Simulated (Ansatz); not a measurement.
The parent structure is Sn (space group I4_1/amd, No. 141; a = 5.947 Å, c = 3.212 Å).

(Cell as relaxed with PBE.)

Levels (all Ansatz, a program for electronic structure, PAW): PBE (420 eV, no spin-orbit coupling); PBEsol (420 eV, no spin-orbit coupling).

Each level relaxes its own structure.

```csv
base,PBE,PBEsol
volume per atom,28.40 Å³,26.86 Å³
lattice parameter a,5.947 Å,5.833 Å
band gap,zero,zero
```

The change: cell and atoms relaxed at a pressure of 4.2 GPa.

| quantity | PBE | PBEsol |
|---|---|---|
| c/a ratio | 0.539 | [?] |
| lattice parameter a | 5.805 Å | [?] |

Task: Predict the PBEsol column.

Result: 
- c/a ratio, PBEsol: 0.542
- lattice parameter a, PBEsol: 5.709 Å

PBE's c/a ratio lies 0.0021 below PBEsol's; PBE's lattice parameter a lies 0.0955 Å above PBEsol's (1.7 %). Neither level is exact; PBEsol is the comparison here, not a measurement.

Load acts through the strain it causes; cell and atoms are relaxed under it. No phonon test of stability was made.
